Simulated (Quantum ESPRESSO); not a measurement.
Input and output of a self-consistent single point for CsNbN2 (Fd-3m, 8 atoms in the cell) (Quantum ESPRESSO).

Method of the run: PBEsol, PseudoDojo standard norm-conserving (PBESOL) pseudopotentials (plane waves; Quantum ESPRESSO).

```
CELL_PARAMETERS angstrom
      0.00000     4.48116     4.48116
      4.48116     0.00000     4.48116
      4.48116     4.48116     0.00000
ATOMIC_POSITIONS crystal
  Cs 0.25000 0.25000 0.25000
  Cs 0.00000 0.00000 0.00000
  Nb 0.75000 0.75000 0.75000
  Nb 0.50000 0.50000 0.50000
  N  0.62500 0.62500 0.62500
  N  0.12500 0.62500 0.62500
  N  0.62500 0.62500 0.12500
  N  0.62500 0.12500 0.62500
```

Reference input (self-consistent single point, DFT, PBEsol, plane waves, PseudoDojo standard norm-conserving (PBESOL) pseudopotentials): ecutwfc = 85 Ry; occupations = fixed; potentials = {Cs: Cs.upf, Nb: Nb.upf, N: N.upf}; K_POINTS = automatic 5 5 5 0 0 0; nbnd = 36; conv_thr = 1e-10 Ry; mixing_beta = 0.4. This run's input differs from it in these lines:

```diff
@@ -12,3 +12,3 @@
  ntyp = 3
- ecutwfc = 85
+ ecutwfc = 51
  occupations = 'fixed'
```

The program printed (abridged):

```
     Self-consistent Calculation

     iteration #  1     ecut=    51.00 Ry     beta= 0.40

     total energy              =    -424.07451232 Ry
     estimated scf accuracy    <       4.57671305 Ry

     iteration #  2     ecut=    51.00 Ry     beta= 0.40

     total energy              =    -425.27785891 Ry
     estimated scf accuracy    <       1.46647656 Ry

     iteration #  3     ecut=    51.00 Ry     beta= 0.40

     total energy              =    -425.50662849 Ry
     estimated scf accuracy    <       0.06150983 Ry

   [... 14 blocks of this kind left out ...]

     iteration # 18     ecut=    51.00 Ry     beta= 0.40

     total energy              =    -425.53199981 Ry
     estimated scf accuracy    <          3.1E-10 Ry

     iteration # 19     ecut=    51.00 Ry     beta= 0.40
     End of self-consistent calculation

     highest occupied, lowest unoccupied level (ev):     7.1458    8.7362

!    total energy              =    -425.53199981 Ry
     estimated scf accuracy    <          9.2E-12 Ry

     convergence has been achieved in  19 iterations

     Forces acting on atoms (cartesian axes, Ry/au):

     atom    1 type  1   force =     0.00000000    0.00000000   -0.00000000
   [... zero for the other atoms too ...]

     Total force =     0.000000     Total SCF correction =     0.000000

          total   stress  (Ry/bohr**3)                   (kbar)     P=     -126.31
  -0.00085865   0.00000000   0.00000000         -126.31        0.00        0.00
  -0.00000000  -0.00085865  -0.00000000           -0.00     -126.31       -0.00
   0.00000000  -0.00000000  -0.00085865            0.00       -0.00     -126.31

   JOB DONE.
```

The run converged in 19 iterations. Against the reference run the free energy goes up by 261 meV/atom, the pressure goes from -3.17 to -12.63 GPa and the gap on the mesh hardly changes (1.596 to 1.590 eV).

The starting cell comes from a database of computed structures (which also holds hypothetical and non-ambient phases and stackings), without a prior relaxation at this level.

Cost on one core of a shared machine: roughly 2 min.
